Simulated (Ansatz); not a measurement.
**YCo$_{5}$ (space group P6/mmm, No. 191; ferromagnetic)**

```
CELL_PARAMETERS angstrom
      4.83859     0.00000     0.00000
     -2.41930     4.19034     0.00000
      0.00000     0.00000     3.89533
ATOMIC_POSITIONS crystal
  Y  0.00000 0.00000 0.00000
  Co 0.33333 0.66667 0.00000
  Co 0.66667 0.33333 0.00000
  Co 0.50000 0.00000 0.50000
  Co 0.50000 0.50000 0.50000
  Co 0.00000 0.50000 0.50000
```

All numbers come from plane-wave PAW DFT at the PBEsol level (Ansatz, a first-principles code, 420 eV), no SOC. Γ-centred 11×11×12 mesh, Fermi–Dirac width 0.05 eV.

- Volume per atom: 13.16 Å³
- Density: 8.06 g/cm³
- Band gap: zero
- Magnetic state: ferromagnetic
- Total energy: -4876.764 eV/atom (σ→0; compares only within this code and set-up)

Other magnetic orders, which the real material may have, were not ruled out. Stability against distortions was not tested.
